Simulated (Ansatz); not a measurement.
Consider this model of amorphous Ge₁₉Se₃₈Ag₃.

```xyz
60
Lattice="11.8017 0.0589 -0.2625 0.0589 11.8974 -0.5215 -0.2625 -0.5215 11.3671" Properties=species:S:1:pos:R:3 pbc="T T T"
Ge     3.1646     4.1539    10.0867
Ge     0.3154     2.1928     8.0083
Ge     8.9590     3.1385     7.2586
Ge     8.0731     8.6860    10.1357
Ge     5.6229     6.6360     0.6220
Ge     9.2633     3.8220     1.6772
Ge     1.5777     3.0013     4.6888
Ge     9.2770     8.7337     1.8847
Ge     0.0869     9.7848     4.2470
Ge     9.9952     0.0427     2.1943
Ge     5.0959     5.7863     4.5203
Ge     2.4985     0.3093    10.5779
Ge     2.1456     8.8620    10.4762
Ge     5.4485    10.7899    10.3446
Ge     7.1593     7.8194     7.1109
Ge     6.7437     2.2265     9.6567
Ge     6.8029     0.0824     4.3620
Ge     5.9131     4.8216     8.4350
Ge     3.8849     9.3931     3.3367
Se    11.3516     5.2424     2.1042
Se     6.9821     5.5570     6.1724
Se    10.8251     0.1601     4.4215
Se    10.1012     8.1886     4.0398
Se     3.7537     3.8810     3.9027
Se     9.3861     7.9886     7.9659
Se    10.8795     9.9478     0.5640
Se     4.0178    -0.2156     8.8089
Se     1.9885     1.4431     6.4991
Se     9.1909     3.0414     4.1199
Se     7.7783    10.8581     1.7945
Se     1.6756     9.4346     2.4052
Se     3.7920     7.7304     5.1928
Se    10.2036     0.9625     8.2654
Se     4.0345     0.5268     1.1575
Se     1.5357     1.7723     2.6558
Se    11.5906     4.7591     4.4706
Se    11.3320     4.4166     7.3629
Se     7.9188    11.2311     5.8894
Se     7.5524     0.1585    10.4283
Se     6.9046     2.3489     3.6522
Se     2.9405     6.2155     0.4765
Se     5.2242     9.0509     1.4291
Se     1.3151     2.5012    10.3280
Se    10.5392     1.8074     0.7478
Se     8.6862     7.0974     0.2786
Se     6.1019     9.6254     5.9306
Se     6.6903     5.9104     2.8010
Se     4.4619    11.6538     4.0632
Se     8.4398     3.9645     9.6745
Se     0.4044     7.2577     9.5798
Se     5.2879     3.5872    -0.1898
Se     3.2163     4.9367     7.8383
Se     1.7099     7.3862     7.6525
Se     5.9249     2.3812     7.4513
Se     1.0483     9.8006     6.4249
Se     5.8304     7.6393     9.1059
Se     0.6598    10.7879     9.9717
Ag     1.9765     4.1585     1.7279
Ag     3.7173     9.0785     8.1949
Ag    10.3901    10.2692     7.1252
```

All values below come from PBE-D3(BJ), scalar-relativistic without spin-orbit coupling, PAW (Ansatz default set, large-core Se) (plane waves to 420 eV; Ansatz, a first-principles code).

It comes from a melt-quench run on a machine-learned potential (CHGNet), relaxed afterwards by DFT. The hot cell started wider than the set density and was brought back towards it in steps. It is the lowest in DFT energy of 3 quenches. It is a model cell: composition and starting density were chosen by hand, and all elements were melted together. The geometry includes D3(BJ) dispersion. Its density started from a set value of 4.42 and ended at 4.91 g/cm³. The quench (nominally 74 K/ps over its main leg) was far faster than any real one, so the model tends to hold more defects than a real film. A cell of this size samples the disorder only roughly. Volume and shape were free in the relaxation.

Bonds are counted up to Ge-Ge 2.85 Å, Ge-Se 2.94 Å, Ge-Ag 3.18 Å, Se-Se 2.76 Å, Se-Ag 3.18 Å, Ag-Ag 3.48 Å.

**Question.** Give the coordination numbers, mean bond lengths and angles.

**Answer.** 
The mean coordination of Ge comes out as 3.68 (6 with 3, 13 with 4). The mean coordination of Se is 2.34 (27 with 2, 9 with 3, 2 with 4) and the mean coordination of Ag is 4.33 (2 with 4, 1 with 5). The mean Ge-Se bond is 2.482 Å (spread 0.118 Å, 69 counted) and the mean Se-Ag bond is 2.722 Å (spread 0.128 Å, 12 counted). The mean Se-Se bond is 2.404 Å (spread 0.042 Å, 4 counted), the bond angle at Ge is mean 106.2°, spread 12.5° and the bond angle at Se is mean 99.8°, spread 17.8°. The bond angle at Ag comes out as mean 106.8°, spread 23.1°.

**Question.** List the pairs of like atoms that count as bonded by the rules above.

**Answer.** Se20-Se36 (2.43 Å), Se29-Se40 (2.43 Å), Se38-Se46 (2.43 Å), Se50-Se53 (2.33 Å).

**Question.** What Bader charges do the atoms carry, from a run on one k-point at (1/4, 1/4, 1/4)?

**Answer.** Means (range): Ge +0.78 e (+0.62 to +0.89), Se -0.41 e (-0.58 to +0.09), Ag +0.28 e (+0.24 to +0.31).
| atom | charge (e) |
|---|---|
| Ge1 | +0.88 |
| Ge2 | +0.88 |
| Ge3 | +0.67 |
| Ge4 | +0.64 |
| Ge5 | +0.67 |
| Ge6 | +0.64 |
| Ge7 | +0.84 |
| Ge8 | +0.84 |
| Ge9 | +0.86 |
| Ge10 | +0.88 |
| Ge11 | +0.83 |
| Ge12 | +0.89 |
| Ge13 | +0.65 |
| Ge14 | +0.62 |
| Ge15 | +0.84 |
| Ge16 | +0.89 |
| Ge17 | +0.85 |
| Ge18 | +0.65 |
| Ge19 | +0.87 |
| Se20 | -0.34 |
| Se21 | -0.49 |
| Se22 | -0.42 |
| Se23 | -0.45 |
| Se24 | -0.44 |
| Se25 | -0.46 |
| Se26 | -0.49 |
| Se27 | -0.47 |
| Se28 | -0.42 |
| Se29 | -0.27 |
| Se30 | -0.41 |
| Se31 | -0.45 |
| Se32 | -0.48 |
| Se33 | -0.50 |
| Se34 | -0.46 |
| Se35 | -0.35 |
| Se36 | -0.12 |
| Se37 | -0.51 |
| Se38 | -0.23 |
| Se39 | -0.51 |
| Se40 | -0.27 |
| Se41 | -0.48 |
| Se42 | -0.55 |
| Se43 | -0.45 |
| Se44 | -0.40 |
| Se45 | -0.47 |
| Se46 | -0.21 |
| Se47 | -0.54 |
| Se48 | -0.43 |
| Se49 | -0.55 |
| Se50 | -0.23 |
| Se51 | -0.49 |
| Se52 | -0.44 |
| Se53 | +0.09 |
| Se54 | -0.52 |
| Se55 | -0.38 |
| Se56 | -0.58 |
| Se57 | -0.53 |
| Ag58 | +0.28 |
| Ag59 | +0.24 |
| Ag60 | +0.31 |
